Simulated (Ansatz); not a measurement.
Consider the following.

```xyz
1
Lattice="0.0000 1.8702 1.8702 1.8702 0.0000 1.8702 1.8702 1.8702 0.0000" Properties=species:S:1:pos:R:3 pbc="T T T"
Rh     0.0000     0.0000     0.0000
```

Calculation: PBEsol, rigid bands (plane waves, PAW, scalar-relativistic; Ansatz, an electronic-structure program). Condition of this run: hydrostatic pressure 10 GPa (the target of the relaxation). Geometry: cell and atoms relaxed with PBEsol, then loaded as said.

For narrow interconnects the product ρ₀λ of bulk resistivity and mean free path ranks metals, the lower the better. What is it here?

3.2 ×10⁻¹⁶ Ω·m².

And the Drude plasma energy and the root-mean-square Fermi velocity at 300 K?

10.5 eV; 6.9e5 m/s.

A metal at this level (no band gap); rigid bands, thermally averaged at 300 K, both spins. Spin-orbit coupling is left out. τ is one relaxation time for all states; the product of resistivity and mean free path takes one path for all states instead.
